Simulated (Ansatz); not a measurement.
Data:

```
Cu4InY
1.0
    0.00000     3.56381     3.56381
    3.56381     0.00000     3.56381
    3.56381     3.56381     0.00000
Y In Cu
1 1 4
Cartesian
  0.00000   0.00000   0.00000
  5.34571   5.34571   5.34571
  2.67562   2.67562   2.67562
  2.67562   4.45199   4.45199
  4.45199   4.45199   2.67562
  4.45199   2.67562   4.45199
```

Level of theory: PBEsol, DFPT electron-phonon coupling, linearised Boltzmann equation (plane waves, PAW, scalar-relativistic; Ansatz, a program for electronic structure). How the cell was made: relaxed with this functional, without spin-orbit coupling.

What phonon-limited resistivity does this give at 300 K?

28 μΩ·cm.

A metal at this level (no band gap). Only scattering by harmonic phonons is included (no impurities, grain boundaries, electron-electron scattering or thermal expansion). Spin-orbit coupling is left out. Few carriers conduct, so the values hang on small band overlaps. Halving the electron mesh (20x20x20) moves the resistivity by up to 7 % at 300 K. Smearing 0.20 eV; phonons on a 4x4x4 q mesh, which this run doesn't test.

Computed structure with no diffraction record at hand here (it may be known, metastable or hypothetical): YCu4In (F-43m).
